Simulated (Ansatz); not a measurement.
Total g(r) from a molecular-dynamics run [in the run: one k-point, which a denser mesh shifts by 0.2 GPa in pressure and 0.12 eV/Å in forces]. These are PBE (plane waves, PAW; Ansatz, a quantum-chemistry and plane-wave program) values and carry that method's errors.

| r (Å) | g(r) |
|---|---|
| 1.02 | 0.00 |
| 1.14 | 0.00 |
| 1.26 | 0.00 |
| 1.38 | 0.00 |
| 1.50 | 0.00 |
| 1.62 | 0.01 |
| 1.74 | 0.02 |
| 1.86 | 0.14 |
| 1.98 | 0.33 |
| 2.10 | 0.43 |
| 2.22 | 0.88 |
| 2.34 | 1.67 |
| 2.46 | 1.89 |
| 2.58 | 1.72 |
| 2.70 | 1.36 |
| 2.82 | 1.14 |
| 2.94 | 1.00 |
| 3.06 | 0.92 |
| 3.18 | 0.92 |
| 3.30 | 0.98 |
| 3.42 | 0.94 |
| 3.54 | 0.96 |
| 3.66 | 1.00 |
| 3.78 | 0.99 |
| 3.90 | 1.03 |
| 4.02 | 0.97 |
| 4.14 | 0.98 |
| 4.26 | 0.96 |
| 4.38 | 0.96 |
| 4.50 | 0.96 |
| 4.62 | 0.95 |
| 4.74 | 0.96 |
| 4.86 | 0.97 |
| 4.98 | 1.02 |
| 5.10 | 1.00 |
| 5.22 | 1.02 |

Question: Which system gave this curve?
A. Si15B, liquid, 1767 K
B. SiC (zinc blende; 3C polytype), crystal, 307 K, 4.1 GPa
C. Al (fcc), crystal, 476 K
D. C (diamond structure; diamond), crystal, 297 K

Answer: A, Si15B, liquid, 1767 K
